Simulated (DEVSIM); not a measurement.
Structure: Au/AlN/SiO2/n-Si capacitor, at 300 K.

Layer 1 from the left is AlN, thickness (nm) 6.00. Layer 2 from the left is SiO2, thickness (nm) 1.00. Layer 3 from the left is Si, thickness (nm) 11000, Nd (cm⁻³) 2.8e15.

Metal gate on the left, work function 5.1 eV. Fixed charge at the semiconductor interface -9.9e11 cm⁻² (in units of +e); no interface traps.

The device is made up for the run: typed textbook-type constants, with dimensions and the other settings drawn at random. Values at 300 K.

AlN: gap (eV) 6.1, affinity (eV) 1.9, permittivity 8.5. SiO2: gap (eV) 9, affinity (eV) 0.9, permittivity 3.9. Si: gap (eV) 1.124, affinity (eV) 4.05, permittivity 11.7, Nc (cm⁻³) 2.86e19, Nv (cm⁻³) 3.1e19.

Question: Estimate by hand the flat-band voltage, the threshold voltage, and compare with a numerical solution.

Answer: 
- Flat-band voltage: C = 0.920 μF/cm², work-function difference 0.811 V; VFB = φms − qNf/C = 0.98 V; numerical 0.98 V.
- Threshold voltage: φF = 0.322 V, depletion charge √(4εqNφF) = 2.45e-8 C/cm²; VT = VFB − 2φF − Qd/C = 0.31 V; numerical 0.31 V.

DEVSIM, 1D Poisson equation in equilibrium, Boltzmann statistics, complete ionisation; no quantum confinement or tunnelling. Metal contacts follow the ideal Schottky-Mott rule: no Fermi-level pinning, no interface dipoles.
